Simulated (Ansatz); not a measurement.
Bismuthene on bismuthene (facing atoms over hollows or bridges; bismuthene a predicted or substrate-bound sheet, here free), space group P-3m1.

```yaml
crystal:
  lattice:
    - [4.27875, 0.00000, 0.00000]
    - [-2.13938, 3.70551, 0.00000]
    - [0.00000, 0.00000, 24.83000]
  atoms:
    - { symbol: Bi, position: [0.33333, 0.66667, 0.36368] }
    - { symbol: Bi, position: [0.66667, 0.33333, 0.43441] }
    - { symbol: Bi, position: [0.33333, 0.66667, 0.56559] }
    - { symbol: Bi, position: [0.66667, 0.33333, 0.63632] }
```

These are PBE (plane waves to 420 eV, PAW; Ansatz, a quantum-chemistry and plane-wave program) values and carry that method's errors. No spin–orbit coupling; with elements this heavy it can move edges by tenths of an eV. Its k-point mesh 9×9×1, Fermi–Dirac width 0.01 eV. A dipole correction is on.

List the levels next to the gap at Γ of this cell's own (folded) zone, from the top of the valence band (the table ends after a fixed count of bands, which can cut a degenerate set).


```tsv
band	E − E_v (eV)
v4	-0.181
v3	-0.181
v2	0.000
v1	0.000
c1	0.281
c2	1.684
c3	2.365
c4	2.365
```
